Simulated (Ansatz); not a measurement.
Start from CdTe in the zinc blende structure (space group F-43m, No. 216; a = 6.4892 Å).

Perturbation: cell and atoms relaxed at a pressure of 0.7 GPa.

Levels (all Ansatz, a quantum-chemistry and plane-wave program, PAW): PBEsol (420 eV, no spin-orbit coupling); r2SCAN (500 eV, spin-orbit coupling left out); HSE06 (420 eV, no SOC).

At the geometry relaxed with PBEsol, these levels gave the following band gaps, in shuffled order: (a) 1.68 eV, (b) 0.70 eV, (c) 1.32 eV.

Q: Match each gap to its level.

A: (a) HSE06; (b) PBEsol; (c) r2SCAN.

Single points use the geometry relaxed with PBEsol. With Te present, leaving out spin-orbit coupling can change the band edges. Load acts through the strain it causes; cell and atoms are relaxed under it. Whether these cells are dynamically stable was not tested.
